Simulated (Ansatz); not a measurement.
Results of r²SCAN+rVV10 in Ansatz (PAW) for AlB2-type HfB₂.

Numerical settings: plane-wave cutoff 600 eV, 18×18×12 k mesh (along the axes of the cell as run), Fermi–Dirac smearing 0.1 eV, finite displacements, scalar-relativistic PAW data made under PBE.

Computed at the level's own relaxed cell.

HfB$_{2}$ is taken in the hexagonal space group P6/mmm (No. 191), Pearson symbol hP3. Cell: a = b = 3.1325 Å, c = 3.4707 Å, α = β = 90.00°, γ = 120.00°. Hf on 1a sees 12 B at 2.506 Å. B on 2d is coordinated by 3 B at 1.809 Å and 6 Hf at 2.506 Å. (Neighbours: up to the widest gap in distance over summed covalent radii, below 1.35, at either atom; cation-cation and far metal-metal contacts left out.)

Harmonic phonon frequencies (cm⁻¹; i marks an imaginary mode):

| q point | frequencies |
|---|---|
| Γ | 0 0 0 450 450 476 545 820 820 |
| M | 168 174 214 531 548 550 741 744 766 |
| A | 154 154 176 426 426 517 644 827 827 |

No imaginary mode appears at these points.

Ansatz is an electronic-structure program.
